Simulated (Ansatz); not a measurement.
We consider LaRh (Cmcm, No. 63; cell taken from a computed entry), described by r²SCAN in Ansatz (plane waves, PAW).

Numerical settings: plane-wave cutoff 560 eV, 14×14×14 k mesh, Fermi–Dirac smearing 0.05 eV, no spin polarisation, scalar-relativistic PAW data made under PBE.

Cell (relaxed at this level):

```cif
data_La2Rh2
_chemical_formula_sum 'La2 Rh2'
_space_group_name_H-M_alt 'P 1'
_space_group_IT_number 1
_cell_length_a 6.08938
_cell_length_b 6.08938
_cell_length_c 4.13095
_cell_angle_alpha 90.000
_cell_angle_beta 90.000
_cell_angle_gamma 141.940
loop_
_space_group_symop_operation_xyz
  'x, y, z'
loop_
_atom_site_label
_atom_site_type_symbol
_atom_site_fract_x
_atom_site_fract_y
_atom_site_fract_z
_atom_site_occupancy
La1 La 0.86166 0.13834 0.75000 1
La2 La 0.13834 0.86166 0.25000 1
Rh1 Rh 0.58819 0.41181 0.75000 1
Rh2 Rh 0.41181 0.58819 0.25000 1
```

Question: Give the computed bulk modulus.

Answer: 
- bulk modulus = 77.2 GPa

The run finds no gap.

Note: the bulk modulus is −V dP/dV from two relaxed cells at ±2 % in volume; the relaxation could not lower the start's symmetry, so the cell can be a saddle point above a distorted one.

Spin–orbit coupling is not included.

Static lattice: no zero-point or thermal effects.

Ansatz is a first-principles code.
